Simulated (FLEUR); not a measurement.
Band structure of TiOs (Pm-3m, 2 atoms in the cell).

```
CELL_PARAMETERS angstrom
      3.08463     0.00000     0.00000
      0.00000     3.08463     0.00000
      0.00000     0.00000     3.08463
ATOMIC_POSITIONS crystal
  Ti 0.50000 0.50000 0.50000
  Os 0.00000 0.00000 0.00000
```

Computed with PBEsol, all-electron FLAPW (FLEUR), scalar-relativistic valence in FLEUR.

Settings: Kmax = 4.4 1/bohr; GmaxXC = 13.2 1/bohr; xcFunctional = PBEs; jspins = 1; l_soc = F; mode = hist; fermiSmearingEnergy = 0.00367493 Htr; mesh (inpgen div1-3) = 14 14 14; inpgen gamma flag = true; Gmax = 13.2 1/bohr; numbands = 0; maxIterBroyd = 15; imix = Anderson; alpha = 0.05.

The starting cell comes from a database of computed structures (which also holds hypothetical and non-ambient phases and stackings), without a prior relaxation at this level. Spin-orbit coupling is off. Spin polarisation is off. Values depend on the basis (sphere radii, cutoffs, local orbitals), which need not be converged.

Levels in eV from the Fermi level, bands 10 to 17:
```csv
point,10,11,12,13,14,15,16,17
Γ,-5.23,-1.30,-1.30,-1.30,1.87,1.87,3.70,3.70
X,-3.37,-1.60,-1.60,-0.87,-0.07,0.67,0.67,1.96
M,-3.13,-3.13,0.91,0.91,1.13,1.23,2.17,2.94
R,-3.63,-1.53,-1.53,-1.53,1.34,1.34,3.03,3.03
```
